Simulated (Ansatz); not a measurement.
**Carrier properties of CaO under load (space group I4/mmm)**

Consider the following.

```
CELL_PARAMETERS angstrom
      0.00000     2.34675     2.40333
      2.34675     0.00000     2.40333
      2.34675     2.34675     0.00000
ATOMIC_POSITIONS crystal
  Ca 0.00000 0.00000 0.00000
  O  0.50000 0.50000 0.50000
```

Calculation: r2SCAN, rigid bands (plane waves, PAW, scalar-relativistic; Ansatz, a program for electronic structure). Condition of this run: biaxial stress in (001) of 4.4 GPa (compression positive) (the target of the relaxation). Geometry: cell and atoms relaxed with PBEsol, then loaded as said.

```
Item                                                                                                                                                              Result
---------------------------------------------------------------------------------------------------------------------------------------  -------------------------------
band gap                                                                                                                                                         4.14 eV
electron conductivity mass (300 K, dilute)                                                                                               0.64 (x), 0.64 (y), 0.45 (z) mₑ
hole conductivity mass (300 K, dilute)                                                                                                    0.97 (x), 0.97 (y), 3.0 (z) mₑ
effective density of states N_c (300 K)                                                                                                                      2.6e19 cm⁻³
effective density of states N_v (300 K)                                                                                                                      1.1e20 cm⁻³
density-of-states mass, electrons                                                                                                                                1.02 mₑ
density-of-states mass, holes                                                                                                                                     2.6 mₑ
Seebeck coefficient, n-type 1e19 cm⁻³, 300 K                                                                                                                   -306 μV/K
best n-type power factor at 300 K for τ = 10 fs (best axis; densities from 1e16 to 1e21 cm⁻³ tried, whether or not they can be reached)     10.2 μW/(cm·K²) at 1e20 cm⁻³
Seebeck coefficient, p-type 1e19 cm⁻³, 300 K                                                                                                                    433 μV/K
```

Rigid bands; masses and Seebeck coefficients take one relaxation time τ for all states and one kind of carrier; polarons and phonon drag are left out. Spin-orbit coupling is left out; where it splits the top of the valence band, N_v and the p-type Seebeck coefficient come out somewhat high without it. Geometry: cell and atoms relaxed with PBEsol.
